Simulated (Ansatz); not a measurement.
Calculation: PBE (plane waves to 420 eV, PAW; Ansatz, an electronic-structure program).

Host crystal: corundum, with a band gap (PBE, scalar-relativistic without spin-orbit coupling).

Plane-averaged electrostatic potential energy along the normal, in eV from the highest filled level, for H2O on the 1x1 (0001) surface of corundum (cut with top plane Al), one in a 1x1 cell, started at the site 'bridge O-O (span 2.6 Å)':

```tsv
z (Å)	V (eV)
6.02	6.55
6.30	6.55
6.59	6.55
6.88	6.55
7.16	6.55
7.45	6.55
7.73	6.54
8.02	6.53
8.31	6.51
8.59	6.46
8.88	6.34
9.17	6.03
9.45	5.19
9.74	3.26
10.03	-1.85
10.31	-6.78
10.60	-8.96
10.89	-7.51
11.17	-3.77
11.46	-2.52
11.74	-1.90
12.03	-2.19
12.32	-4.78
12.60	-6.32
12.89	-5.39
13.18	-2.43
13.46	-1.04
13.75	-1.22
14.04	-1.10
14.32	-2.65
14.61	-5.64
14.90	-6.54
15.18	-4.95
15.47	-2.18
15.76	-1.68
16.04	-1.99
16.33	-2.86
16.61	-5.91
16.90	-8.16
17.19	-6.78
17.47	-2.66
17.76	1.10
18.05	2.36
18.33	2.56
18.62	1.53
18.91	0.84
19.19	0.26
19.48	1.13
19.77	3.56
20.05	4.50
20.34	4.79
20.62	4.89
20.91	4.93
21.20	4.94
21.48	4.95
21.77	4.95
22.06	4.95
22.34	4.95
22.63	4.95
22.92	4.95
23.20	4.95
23.49	4.95
23.78	4.95
```

Model: 23-atom slab, 6.7 Å thick at the start under the adsorbate (thin: gaps and levels are the slab's own), 6x6x1 mesh, Fermi-Dirac 0.01 eV, dipole correction, 9 atoms held, the rest relaxed; no symmetry held; no spin, no spin-orbit, no U, no dispersion correction. At the end it is bonded to Al. In PBE it is, or lies within 0.03 eV of, the lowest of the starts that converged.

Q: The surface cell has an area of 20.03 Å². What dipole along the normal does the step between the two vacuum levels imply?

A: the top vacuum level lies 1.59 eV below the bottom one; p = −ε₀ A ΔV (ε₀ = 0.005526 e/(V·Å)) gives 0.18 e·Å a cell.
